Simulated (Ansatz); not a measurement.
# ZnS: P on a S site, symmetric start

Start from a 16-atom supercell of ZnS in the wurtzite structure (space group P6_3mc, No. 186; a = 3.845 Å, c = 6.306 Å) at its relaxed geometry.

The change: a neutral P on a S site, symmetric start, atoms relaxed at fixed cell.

Method: PBE (Ansatz, a first-principles code, PAW, no spin-orbit coupling). Settings: 5×5×5 k-points, 0.01 eV Fermi–Dirac smearing.

The energy gained by relaxation is 0.02 eV and the largest displacement of a host atom from its site in the perfect cell is 0.03 Å. The mean distance from the defect site to its nearest host atoms falls by 0.03 Å to 2.33 Å.

The magnetic state is the one reached from the starting moments; the real material's order can differ, and small cells can't hold many antiferromagnetic ones. The cell is small, so the values are those of an ordered compound at a high defect concentration; dilute-limit values will differ. The mesh was chosen for an insulator and is coarse for the gapless case. The defect started on the symmetric site and kept its symmetry, so it may sit on a saddle. Seeded moments were not kept for P on a S site. The defect cell is spin-polarised and ends with 0.1 μB.
